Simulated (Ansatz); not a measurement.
Base system: MoSi$_{2}$ (space group I4/mmm, No. 139; a = 3.217 Å, c = 7.875 Å; relaxed with 0.1 eV smearing). Axes: x, y, z lie along a, b, c of the conventional cell.

Computed with PBE (Ansatz, a quantum-chemistry and plane-wave program, PAW, without spin-orbit coupling).

Before the change:

Pressure: 0.0 GPa

Perturbation: tensile biaxial strain of 3.00 % in the plane normal to [001], as in epitaxy on a mismatched substrate; the out-of-plane cell vector and the atoms relax.

Q: What happens to the energy relative to the base?

A: The energy rises by 33 meV/atom.

Q: Estimate the effect on the out-of-plane strain.

A: The out-of-plane strain is -0.96 %.

Q: How does this affect the pressure?

A: The pressure (mean of the normal stresses, compression positive) goes from zero to -8.3 GPa.

No phonon test of stability was made. The final runs are not spin-polarised.
